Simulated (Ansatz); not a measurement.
System: InP (P6₃mc, No. 186, 4 atoms in the cell; start mp-966800; another space group than a measured phase of this formula). Method: PBEsol in Ansatz (plane waves, PAW).

The input as run:

Ansatz 0.2 input:
```yaml
crystal:
  lattice:
    - [4.1485175131, 0.0, 0.0]
    - [-2.0742587566, 3.5927215544, 0.0]
    - [0.0, 0.0, 6.8107253255]
  atoms:
    - { symbol: In, position: [0.6666666667, 0.3333333333, 0.5002243841] }
    - { symbol: In, position: [0.3333333333, 0.6666666667, 0.0002243841] }
    - { symbol: P, position: [0.6666666667, 0.3333333333, 0.8747756159] }
    - { symbol: P, position: [0.3333333333, 0.6666666667, 0.3747756159] }
basis:
  ecutwfc: 520
  ecutrho_ratio: 4
  xc_grid: 2
kpoints:
  mp_grid: { grid: [12, 12, 6] }
  band_path:
    path:
      - [0.0, 0.0, 0.0]
      - [0.0625, 0.0, 0.0]
      - [0.125, 0.0, 0.0]
      - [0.1875, 0.0, 0.0]
      - [0.25, 0.0, 0.0]
      - [0.3125, 0.0, 0.0]
      - [0.375, 0.0, 0.0]
      - [0.4375, 0.0, 0.0]
      - [0.5, 0.0, 0.0]
      - [0.458333, 0.083333, 0.0]
      - [0.416667, 0.166667, 0.0]
      - [0.375, 0.25, 0.0]
      - [0.333333, 0.333333, 0.0]
      - [0.3, 0.3, 0.0]
      - [0.266667, 0.266667, 0.0]
      - [0.233333, 0.233333, 0.0]
      - [0.2, 0.2, 0.0]
      - [0.166667, 0.166667, 0.0]
      - [0.133333, 0.133333, 0.0]
      - [0.1, 0.1, 0.0]
      - [0.066667, 0.066667, 0.0]
      - [0.033333, 0.033333, 0.0]
      - [0.0, 0.0, 0.125]
      - [0.0, 0.0, 0.25]
      - [0.0, 0.0, 0.375]
      - [0.0, 0.0, 0.5]
      - [0.0625, 0.0, 0.5]
      - [0.125, 0.0, 0.5]
      - [0.1875, 0.0, 0.5]
      - [0.25, 0.0, 0.5]
      - [0.3125, 0.0, 0.5]
      - [0.375, 0.0, 0.5]
      - [0.4375, 0.0, 0.5]
      - [0.5, 0.0, 0.5]
      - [0.458333, 0.083333, 0.5]
      - [0.416667, 0.166667, 0.5]
      - [0.375, 0.25, 0.5]
      - [0.333333, 0.333333, 0.5]
      - [0.3, 0.3, 0.5]
      - [0.266667, 0.266667, 0.5]
      - [0.233333, 0.233333, 0.5]
      - [0.2, 0.2, 0.5]
      - [0.166667, 0.166667, 0.5]
      - [0.133333, 0.133333, 0.5]
      - [0.1, 0.1, 0.5]
      - [0.066667, 0.066667, 0.5]
      - [0.033333, 0.033333, 0.5]
      - [0.5, 0.0, 0.375]
      - [0.5, 0.0, 0.25]
      - [0.5, 0.0, 0.125]
      - [0.333333, 0.333333, 0.375]
      - [0.333333, 0.333333, 0.25]
      - [0.333333, 0.333333, 0.125]
    npoints: 1
hamiltonian:
  xc: pbesol
  dispersion: none
  pseudopotentials: { kind: paw }
scf:
  occupations: { method: fermi_dirac, width: 0.01 }
  convergence: { dr2_threshold: 0.0000000004 }
output:
  forces: true
  stress: true
  eigenvalues: true
  write_bands: true
```

From the output:

```
Crystal: 4 atoms, lattice volume = 101.510 Å³
Basis set: ecut = 520 eV, 2743 PW (Γ), exchange–correlation on 64×64×108 points (8 copies of the dense FFT grid, shifted against one another)
Bands: 22, of which v1, the nominal top of the filled ones, is band 18 counted from 1 (17 counted from 0)
Symmetry: 12 space group operations
Space group: P63mc (ITA 186), of the structure as read, at distance tolerance 4.7e-5 Å
k-points: 76 of 864 (time reversal used)
Functional: x = pbesol(κ = 0.804, μ = 0.12345679012345678), c = pbesol(β = 0.046)
SCF iter   1: F=—  HF=-12531.738355 eV  |F-HF|=—  |Δ(HF+E_count)|=         —  Δρ=5.53e-3  dr2=5.16e-2
SCF iter   2: F=—  HF=-12531.720923 eV  |F-HF|=—  |Δ(HF+E_count)|=   1.74e-2  Δρ=2.30e-3  dr2=8.27e-3
  ...
SCF iter   7: F=—  HF=-12531.718950 eV  |F-HF|=—  |Δ(HF+E_count)|=   2.59e-6  Δρ=3.12e-6  dr2=1.02e-8
SCF iter   8: F=-12531.718950 eV  HF=-12531.718950 eV  |F-HF|=8.00e-11  |Δ(HF+E_count)|=   7.07e-9  Δρ=6.26e-7  dr2=3.07e-10
SCF 1 converged in 8 iterations: F = -12531.718950 eV  dr2 = 3.07e-10
SCF converged after 8 iterations
Free energy (F): -12531.718950 eV
Internal energy: -12531.718950 eV  (E = F + TS)
E sigma→0 (E₀):  -12531.718950 eV
Fermi energy:    7.153545 eV
--- Stress (GPa, compression-positive) ---
       -0.003894      -0.000000       0.000000
        0.000000      -0.003894      -0.000000
        0.000000      -0.000000      -0.009101
  P = ⅓ Tr σ = -0.0056 GPa (-0.056 kbar)
```

The PAW data were made under PBE.

Cost on a shared machine: around 20 core-seconds (rough).

A start named mp-… is a Materials Project structure, which need not be a measured phase.

Ansatz is a quantum-chemistry and plane-wave program.
